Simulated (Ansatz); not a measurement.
Consider GaN in the zinc blende structure (space group F-43m, No. 216).

```yaml
crystal:
  lattice:
    - [0.00000, 2.24904, 2.24904]
    - [2.24904, 0.00000, 2.24904]
    - [2.24904, 2.24904, 0.00000]
  atoms:
    - { symbol: Ga, position: [0.00000, 0.00000, 0.00000] }
    - { symbol: N, position: [0.25000, 0.25000, 0.25000] }
```

All numbers come from PBEsol/PAW in Ansatz (a first-principles code), scalar-relativistic without spin-orbit coupling.

One change was made to it. Results:

```csv
quantity,base,after
electron mass,0.15 mₑ (at Γ),0.17 mₑ (at Γ)
gap character,direct at Γ,direct at Γ
band gap,1.70 eV,1.84 eV
```

Name the change that was made.
A) pressure 15 GPa
B) pressure 4.5 GPa
C) pressure −2 GPa
D) pressure −1 GPa
E) pressure 0.9 GPa

B, pressure 4.5 GPa. For comparison, the band gap in the other runs: pressure −2 GPa gives 1.63 eV; pressure 15 GPa gives 2.14 eV; pressure −1 GPa gives 1.67 eV; pressure 0.9 GPa gives 1.73 eV.

Load acts through the strain it causes; cell and atoms are relaxed under it. Masses are band curvatures over ±0.01 Å⁻¹ around the edge. Whether these cells are dynamically stable was not tested. Tetrahedral semiconductors of this kind turn to denser phases somewhere between about 1 and 50 GPa; those were not computed, so compressed cells here can lie past the real transition. This is not the structure that GaN has at room temperature and ambient pressure.
